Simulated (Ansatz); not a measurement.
Take Bi2Se3 in the Bi2Te3 type structure (space group R-3m, No. 166; a = 4.145 Å, c = 29.266 Å (hexagonal axes)) as the base.

Modification: the cell is scaled by 1.0155 in all directions, atoms relaxed at fixed cell.

Level of theory: r2SCAN+rVV10 in Ansatz (plane waves to 500 eV, PAW, spin-orbit coupling left out).

Base, band edges from the VBM (valence, conduction): Γ 0.00, 0.60; F -1.04, 1.65; S₂ -0.70, 2.02; S₀ -0.70, 2.02; L -0.58, 1.21; H₀ -0.70, 2.01; H₂ -0.70, 2.01; T -0.36, 0.85 eV.

Task: Give the band edges at the high-symmetry points of the new zone, measured from its valence-band maximum.

Result: 
```json
[
 {"point": "Γ", "valence edge (eV)": "0.00", "conduction edge (eV)": "0.68"},
 {"point": "T", "valence edge (eV)": "-0.22", "conduction edge (eV)": "0.85"},
 {"point": "H₂", "valence edge (eV)": "-0.48", "conduction edge (eV)": "2.35"},
 {"point": "H₀", "valence edge (eV)": "-0.48", "conduction edge (eV)": "2.35"},
 {"point": "L", "valence edge (eV)": "-0.48", "conduction edge (eV)": "1.42"},
 {"point": "S₀", "valence edge (eV)": "-0.49", "conduction edge (eV)": "2.37"},
 {"point": "S₂", "valence edge (eV)": "-0.49", "conduction edge (eV)": "2.37"},
 {"point": "F", "valence edge (eV)": "-0.81", "conduction edge (eV)": "1.83"}
]
```

The gap is 0.68 eV, direct at Γ.

Spin-orbit coupling, missing from the scalar runs, can matter with Bi. The cells carry an imposed strain or load. Whether these cells are dynamically stable was not tested.

Ansatz is a quantum-chemistry and plane-wave program.
